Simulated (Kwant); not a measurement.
Model system: wire with an abrupt hard-wall neck in a InSb two-dimensional gas. Effective mass 0.014 mₑ, grid spacing 10 nm, hard walls, nominal width 300 nm (29 grid rows, so walls 300 nm apart), one parabolic valley, scattering region 900 nm long along x; energies count from the band bottom; Fermi energy swept from 0.00014922 to 0.004121 eV. Central neck 140 nm wide and 180 nm long.

Constants are typed, rounded textbook-type inputs, not results; the design itself was drawn at random and stands for no fabricated device.

Kwant, effective-mass tight-binding model on a square grid, one spin, coherent transport at 0 K. Conductance is in e²/h.

Sweep values stay those of the base run.

The neck length was swept, all else fixed.

```
neck length (nm)  mean G (e²/h) over the sweep  G (e²/h) at E = 4.121 meV  G (e²/h) at E = 1.128 meV  G (e²/h) at E = 2.106 meV
----------------  ----------------------------  -------------------------  -------------------------  -------------------------
54                                        0.70                       1.04                       0.37                       0.89
90                                        0.66                       1.01                        ___                       0.96
180                                       0.64                       1.00                      0.044                       0.94
270                                       0.64                       1.00                     0.0069                       0.93
```

Fill in the missing entries.


- 90, G (e²/h) at E = 1.128 meV: 0.19
